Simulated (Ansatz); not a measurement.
L1₂ (Cu3Au-type) Ni3Al, treated with r²SCAN-D4 (Ansatz, a quantum-chemistry and plane-wave program, plane waves, PAW).

Settings: plane-wave cutoff 560 eV, 16×16×16 k mesh, Fermi–Dirac smearing 0.05 eV, spin-polarised with parallel moments, scalar-relativistic PAW data made under PBE.

Pressure at four volumes; x = ln(V/10.856 Å³). One pressure is withheld.

```tsv
V (Å³/atom)	x	P (GPa)
10.205	-0.0618	?
10.422	-0.0408	9.33
10.856	0.0000	0.01
11.507	0.0582	-10.58
```

Problem. Pass a parabola P(x) through the three rows shown, estimate the bulk modulus and its pressure derivative near zero pressure, and predict the withheld pressure.

Solution. Slopes between the rows: (0.01 − (9.33))/(0.0000 − (-0.0408)) = -228.43 and (-10.58 − (0.01))/(0.0582 − (0.0000)) = -181.96 GPa. Their difference over the span 0.0990 is c = 46.47/0.0990 = 469.4 GPa, so P(x) = 9.33 + (-228.43)(x − (-0.0408)) + 469.4 (x − (-0.0408))(x − (0.0000)). At the middle row B = −dP/dx = −[-228.43 + 469.4 × 0.0408] = 209.3 GPa, and B′ = dB/dP = 2c/B = 4.5. At x = -0.0618 the parabola gives 14.74 GPa; the run gives 14.83 GPa. The Birch–Murnaghan fit to the energies at all volumes has B0 = 208 GPa and B′ = 4.6.

Measured, for comparison: bulk modulus 174 GPa (temperature not stated, not corrected to a static lattice; as tabulated in Zarkevich et al. (2023), arXiv:2304.06869). Computed (rounded) less measured: bulk modulus +20 %.
